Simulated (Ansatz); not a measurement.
# Effect of biaxial strain +2.08 %, plane normal [111], relaxed out of plane on Pd

Start from Pd in the fcc (Cu type) structure (space group Fm-3m, No. 225; a = 3.878 Å; relaxed with 0.1 eV smearing). Axes: x, y, z lie along the cube axes.

One thing is altered: tensile biaxial strain of 2.08 % in the plane normal to [111], as in epitaxy on a mismatched substrate; the out-of-plane cell vector and the atoms relax.

Calculations: PBEsol (Ansatz, a quantum-chemistry and plane-wave program, PAW, no spin-orbit coupling). Γ-centred 29×29×29 mesh, Fermi–Dirac width 0.1 eV.

```tsv
quantity	base	changed	shift
volume per atom	14.58 Å³	14.91 Å³	+0.33 Å³
shortest interatomic distance	2.742 Å	2.728 Å	-0.014 Å
energy relative to the base (free energy F)	0 meV/atom	+12 meV/atom	+12 meV/atom
band gap	zero	zero	–
out-of-plane strain	–	-1.84 %	–
ratio −ε⊥/ε∥	–	0.89	–
mean in-plane stress (compression positive)	–	-6.0 GPa	–
```

Final structure (turned so that z lies along the plane normal):

```
CELL_PARAMETERS angstrom
      2.79898     0.00000     0.00000
      1.39949     2.42399     0.00000
      1.39949    -0.80800     2.19749
ATOMIC_POSITIONS crystal
  Pd 0.00000 0.00000 0.00000
```

Stability against distortions was not tested. All final runs are without spin polarisation. Pd lies near a magnetic instability that expansion can trigger; it was not tested.
